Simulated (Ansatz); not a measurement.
The starting structures come from a database of crystals and need not be the phases stable at ambient conditions.

 Where the default PAW files enter, the runs use the earlier of Ansatz's two default sets.

Crystal: Cs2Pt (P6_3/mmc, not sure to be the ambient phase, 6 atoms a cell, 38.4 Å³ an atom); planes in its conventional cell.

These are r2SCAN (plane waves, PAW; Ansatz, a first-principles code) values and carry that method's errors.

No gap correction and no spin-orbit coupling; mid-gap values are interpolated between computed energies.

```json
[
 {"plane": "(100)", "area of the cell (Å²)": "45.9", "mid-gap κ (1/Å)": "0.26", "largest κ in the gap (1/Å)": "0.26"},
 {"plane": "(001)", "area of the cell (Å²)": "29.2", "mid-gap κ (1/Å)": "…", "largest κ in the gap (1/Å)": "…"}
]
```

Question: The slowest decay depends on the direction. Supply the withheld values.

Answer: 
- (001), mid-gap κ (1/Å): 0.22
- (001), largest κ in the gap (1/Å): 0.22
